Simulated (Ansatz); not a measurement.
Results of G0W0@HSE06 (Ansatz, a first-principles code, hard PAW, contour deformation) for Si (I4/mmm, No. 139, 4 atoms in the cell; start mp-999200; another form than the element's usual one).

The cell is the one relaxed with PBEsol. Conventional cell: a = 6.6420 Å, b = 6.6420 Å, c = 3.8403 Å, α = 90.00°, β = 90.00°, γ = 90.00°.

The quasiparticle gap at Γ at a fixed k mesh 4×4×4:

```tsv
response cutoff	value (eV)
100 eV, 353 empty bands	2.860
150 eV, 649 empty bands	2.894
200 eV, 999 empty bands	2.907
250 eV, 1397 empty bands	2.914
```

Task: Taking the value to converge with the response cutoff E as E^(−3/2), extrapolate from the last two rows.

Result: With y = y∞ + c/w and weights w = 2828 and 3953 for the last two rows, y∞ = (w2 y2 − w1 y1)/(w2 − w1) = (3953 × 2.914 − 2828 × 2.907)/1125 = 2.932 eV, which lies 0.018 beyond the last row. Successive pairs of rows give 2.935, 2.931, 2.932. The limit also hangs on the law assumed, so its last digits aren't firm.

The other settings are not extrapolated, so this is the limit in one setting alone.

At the last cutoff the smallest gap on this mesh is 1.03 eV, with an edge away from Γ.

Note: GW on a hybrid start was not checked against another program.

A start named mp-… is a Materials Project structure, which need not be a measured phase.
